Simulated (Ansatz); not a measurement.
The parent structure is InSb in the zinc blende structure (space group F-43m, No. 216; a = 6.5561 Å). Axes: x, y, z lie along the cube axes.

The values are results of Ansatz (a program for electronic structure), r2SCAN, PAW, cutoff 500 eV, no spin-orbit coupling, not measurements.

Base values:

- Pressure = 0.0 GPa
- Shortest interatomic distance = 2.839 Å

It is then changed as follows: the cell is stretched by 3.00 % along z with no lateral relaxation; the atoms relax in the strained cell.

Task: Predict the new pressure.

Result: The pressure (mean of the normal stresses, compression positive) goes from zero to -1.2 GPa.

Task: What happens to the shortest interatomic distance?

Result: The shortest interatomic distance rises by 0.029 Å to 2.868 Å.

No phonon test of stability was made. All final runs are without spin polarisation. Gaps under 0.05 eV, about the width of the smearing, are given as zero.
